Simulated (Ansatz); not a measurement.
SnO2: band gap against strain

SnO2 (rutile, P4_2/mnm, 11.858 Å³/atom at rest, c along z) under a strain ε along a (axis x), the other axes held. LDA in Ansatz, a plane-wave DFT program (PAW, default set), 420 eV, 7×7×10 Γ-centred mesh, Fermi-Dirac smearing 0.05 eV; ions are relaxed within the symmetry of each cell. Gaps are the smallest over the k-mesh and a band path, without spin-orbit coupling; in all rows the valence edge lies at Γ and the conduction edge at Γ.

Here s stands for strain and Eg for gap.

```csv
strain (%),gap (eV)
0.00,1.161
0.60,1.101
1.20,1.045
1.80,0.991
3.00,?
```

Problem. Using a straight line, estimate the missing Eg at s = 3.00 from the other rows, showing the fit.

Solution. Means: s 0.90000, Eg 1.0745. About the means, the sum of products is -0.16980 and the sum of squares of s is 1.8000; the slope is their ratio. Least squares gives Eg = 1.1594 - 0.09433·s. Residuals (row less fit): 0.0016, -0.0018, -0.0012, 0.0014; standard error 0.0021 (degrees of freedom: 2). Over these rows the gap moves by -9.4 ± 0.2 eV per unit strain. At the withheld row, Eg = 1.1594 - 0.09433 × 3.0 = 0.8764 eV. The calculation gives 0.889 eV, 0.0126 eV above the prediction (4.6 % of the range of Eg in the table). The row lies outside the fitted rows, so this is an extrapolation. From the scatter of the fitted rows alone, a prediction at this place has a standard error of 0.0041 eV, so the miss is 3.1 times that.

One order more, fitted to all 6 runs of the series, follows each within 0.001, so the miss is the next term of a smooth law. Spin-orbit coupling is left out, which can shift this property for SnO2. Rows are the converged runs of the series near zero and its far end; series whose fitted rows scatter by over a few per cent of the range, as at a crossing or softening among them, aren't shown in this form. Most that stay on the fit to the last digits aren't either.
